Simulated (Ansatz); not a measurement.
Base system: InAs in the zinc blende structure (space group F-43m, No. 216).

```xyz
2
Lattice="0.0000 3.0130 3.0130 3.0130 0.0000 3.0130 3.0130 3.0130 0.0000" Properties=species:S:1:pos:R:3 pbc="T T T"
In     0.0000     0.0000     0.0000
As     1.5065     1.5065     1.5065
```

The values are results of LDA/PAW in Ansatz (a program for electronic structure), scalar-relativistic without spin-orbit coupling, not measurements.

Base values:

| Property | Value |
|---|---|
| Pressure | 0.0 GPa |

Now apply this change: an isotropic linear strain of −1.50 %, atoms relaxed at fixed cell.

What does the calculation give for the energy relative to the base and pressure after the change?

The energy grows by 11 meV/atom; the pressure goes from zero to 3.0 GPa.

A case with no gap was solved on a k-mesh chosen for an insulator, which is coarse for it. Stability against distortions was not tested. All final runs are without spin polarisation.
